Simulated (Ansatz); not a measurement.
# GdAg₂ (I4/mmm, No. 139)

All values below come from PBEsol (PAW; Ansatz, a first-principles code).

Settings: plane-wave cutoff 520 eV, 20×20×20 k mesh, Fermi–Dirac smearing 0.05 eV, spin-polarised with parallel moments, scalar-relativistic PAW data made under PBE.

Cell: relaxed at this level.

| Property | Value |
|---|---|
| band gap | none |
| lattice parameter a | 3.691 Å |
| lattice parameter c | 9.241 Å |
| bulk modulus | 82.0 GPa |

Note: the magnetic order was assumed, not searched for or taken from measurement; the 4f shell is treated without U or exact exchange, so its levels and filling can be wrong; the bulk modulus is −V dP/dV from two relaxed cells at ±2 % in volume.

Spin–orbit coupling is not included.

Computed values are for the static lattice.

It cost about 12 core-minutes (a rough figure) of CPU time.
